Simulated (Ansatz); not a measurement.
The starting structures come from a database of crystals and need not be the phases stable at ambient conditions.

 Where the default PAW files enter, the runs use the earlier of Ansatz's two default sets.

By PBEsol, the system below comes out a metal.

A figure of merit of an interconnect metal is its ballistic conductance per area.

Input:

```yaml
crystal:
  lattice:
    - [3.28695, 0.00000, 0.00000]
    - [0.00000, 6.03883, 0.00000]
    - [0.00000, 0.00000, 6.05676]
  atoms:
    - { symbol: In, position: [0.99120, 0.00000, 0.00000] }
    - { symbol: In, position: [0.00880, 0.50000, 0.50000] }
    - { symbol: Sb, position: [0.72300, 0.00000, 0.50000] }
    - { symbol: Sb, position: [0.27700, 0.50000, 0.00000] }
```

Space group of this cell: Pmmn. The cell is strained (all lengths scaled by 1.02); by PBEsol its mean pressure is -4.9 GPa.

The current flows along the normal of the first two printed cell vectors. No spin-orbit coupling; the value is a mean over 0.1 eV about the Fermi level.

Compute, with PBEsol (Ansatz, a quantum-chemistry and plane-wave program), the ballistic conductance per area.

0.58 × 10¹⁵ S/m² for both spins.
